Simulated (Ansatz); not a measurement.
The parent structure is Cu in the fcc (Cu type) structure (space group Fm-3m, No. 225; relaxed with 0.1 eV smearing).

```xyz
1
Lattice="0.0000 1.7884 1.7884 1.7884 0.0000 1.7884 1.7884 1.7884 0.0000" Properties=species:S:1:pos:R:3 pbc="T T T"
Cu     0.0000     0.0000     0.0000
```

Cartesian axes are those of the cell as printed.

Method: DFT with r2SCAN, PAW potentials and a 500 eV plane-wave cutoff in Ansatz (an electronic-structure program), no SOC.

Perturbation: biaxial strain +2.50 %, plane normal [111], relaxed out of plane (Cartesian); in-plane vectors clamped, the third vector and the atoms free.

Problem. Estimate the effect on the out-of-plane strain and in-plane stress.

Solution. The out-of-plane strain is -1.80 %; the mean in-plane stress (compression positive) amounts to -6.6 GPa.

Whether these cells are dynamically stable was not tested. All final runs are without spin polarisation.
